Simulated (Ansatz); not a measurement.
A computed series for RbInCl3: pressure series

The reference is RbInCl3 (space group Fm-3m, No. 225; a = 10.830 Å; a cell from a computed database, its experimental status unchecked).

Cell and atoms are relaxed at each pressure.

Calculations: Kohn–Sham DFT with the PBEsol functional, run in Ansatz (a program for electronic structure) with PAW and 420 eV plane waves, spin-orbit coupling left out.

```tsv
pressure (GPa)	volume per atom (Å³/atom)
-1	33.572
0	31.754
0.3	?
0.7	30.795
1.5	29.889
3	28.551
5	27.180
7.5	25.820
10	24.778
```

Question: Fit the third-order Birch–Murnaghan form P(V) = (3B₀/2)[(V₀/V)^(7/3) − (V₀/V)^(5/3)]·[1 + (3/4)(B₀′ − 4)((V₀/V)^(2/3) − 1)] (squares taken in P) to the rows shown and predict the withheld row.

Answer: Least squares on the printed values gives V₀ = 31.770 Å³/atom, B₀ = 21.4 GPa, B₀′ = 5.1; this predicts 31.342 Å³/atom, and the run gives 31.319 Å³/atom, 0.023 lower.

The mesh was chosen for an insulator and is coarse for the gapless case. Load acts through the strain it causes; cell and atoms are relaxed under it. Whether these cells are dynamically stable was not tested. Competing high-pressure phases were not computed. All final runs are without spin polarisation.
